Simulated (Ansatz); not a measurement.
Base system: ZnS in the zinc blende structure (space group F-43m, No. 216; a = 5.357 Å). Axes: x, y, z lie along the cube axes.

All numbers come from plane-wave PAW DFT at the PBEsol level (Ansatz, a program for electronic structure, 420 eV), no spin-orbit coupling, earlier PAW set.

One thing is altered: tensor shear ε_xz = +0.48 % (engineering shear γ = 0.0096); the atoms relax in the strained cell.

Predict the stress tensor and what it implies for the stiffness.

Stress of the strained cell less that of the base (GPa, compression positive):
```
   0.00    0.00   -0.47
   0.00    0.00    0.00
  -0.47    0.00    0.00
```

Then −Δσ/γ with γ = 2ε = 0.0096 gives relaxed-ion elastic constants: C55 ≈ 49 GPa.

Stability against distortions was not tested.
